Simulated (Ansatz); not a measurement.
We consider NaF (model structure, started from the CsCl type, Pm-3m, No. 221, 2 atoms in the cell), described by LDA (Ansatz, a program for electronic structure, plane waves, PAW).

Numerical settings: plane-wave cutoff 520 eV, 12×12×12 k mesh, Fermi–Dirac smearing 0.01 eV, scalar-relativistic PAW data made under PBE.

Cell (relaxed with PBEsol):

```
CELL_PARAMETERS angstrom
      2.81656     0.00000     0.00000
      0.00000     2.81656     0.00000
      0.00000     0.00000     2.81656
ATOMIC_POSITIONS crystal
  Na 0.00000 0.00000 0.00000
  F  0.50000 0.50000 0.50000
```

Q: Estimate the band gap and smallest direct gap on the k points sampled that the calculation returns.

A: 
- band gap = 5.64 eV (indirect)
- smallest direct gap on the k points sampled = 5.98 eV

Note: the relaxation could raise the start's symmetry but not lower it, so the cell can be a saddle point; cell and atoms aren't relaxed at this level (pressure -4.7 GPa).

A model structure was made by putting elements into a prototype or built by hand; it is no filed structure, need not be a known phase, and can be a saddle point held by its symmetry.
